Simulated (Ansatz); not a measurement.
Structures of equal composition on the (000-1) surface of 4H silicon carbide (C plane on top): (√3x√3)R30° Si adatom at H3; (√3x√3)R30° Si adatom at T4. The slabs share one bottom face, and each structure is named by its start. These are constructed structures in small cells; real faces may alloy, dewet or reconstruct in larger ones, and not all known structures of the face are among them. Slabs of about 11 Å, Fermi-Dirac smearing of 0.025 eV. Bottom of the slabs: H caps. Relaxed from the named starts with such symmetry as they have, on meshes of like density; energies extrapolated to zero smearing; spin only where a row says so; no spin-orbit coupling, no U. Brackets mark spin-polarised runs, whose order is one that fits the cell. Where a second, spin-polarised start was run, the lower counts.

Calculation: r2SCAN, at the PBE geometry (plane waves to 500 eV, PAW; Ansatz, an electronic-structure program).

Question: Put the candidates in order of energy per 1x1 cell, lowest first, for r2SCAN, at the PBE geometry.

Answer: (√3x√3)R30° Si adatom at H3 (0.000 eV [spin, 1.0 μB a cell], gap 1.15 eV on the mesh), (√3x√3)R30° Si adatom at T4 (0.053 eV [spin, 1.0 μB a cell], gap 0.97 eV on the mesh)
